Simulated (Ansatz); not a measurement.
Consider SiC (space group P6_3mc, No. 186).

```yaml
crystal:
  lattice:
    - [3.05845, 0.00000, 0.00000]
    - [-1.52923, 2.64870, 0.00000]
    - [0.00000, 0.00000, 10.01200]
  atoms:
    - { symbol: Si, position: [0.00000, 0.00000, 0.50031] }
    - { symbol: Si, position: [0.00000, 0.00000, 0.00031] }
    - { symbol: Si, position: [0.33333, 0.66667, 0.25025] }
    - { symbol: Si, position: [0.66667, 0.33333, 0.75025] }
    - { symbol: C, position: [0.00000, 0.00000, 0.31286] }
    - { symbol: C, position: [0.00000, 0.00000, 0.81286] }
    - { symbol: C, position: [0.33333, 0.66667, 0.06221] }
    - { symbol: C, position: [0.66667, 0.33333, 0.56221] }
```

All numbers come from LDA in Ansatz (plane waves to 420 eV, PAW, without spin-orbit coupling).

Base values:

| Property | Result |
|---|---|
| Valence-band top at Γ | 0.00, 0.00, -0.05 eV |
| Band gap | 2.18 eV |
| Lattice parameter a | 3.058 Å |

Perturbation: a hydrostatic pressure of 15 GPa.

### Question
Predict the new valence-band top at Γ, band gap and lattice parameter a.

### Answer
The valence-band top at Γ (three highest levels, from the VBM) is still 0.00, 0.00, -0.05 eV; the band gap rises by 0.01 eV to 2.19 eV; the lattice parameter a falls by 0.0586 Å (3.058 Å → 3.000 Å).

Load acts through the strain it causes; cell and atoms are relaxed under it. Stability against distortions was not tested. Competing high-pressure phases were not computed.

Ansatz is an electronic-structure program.
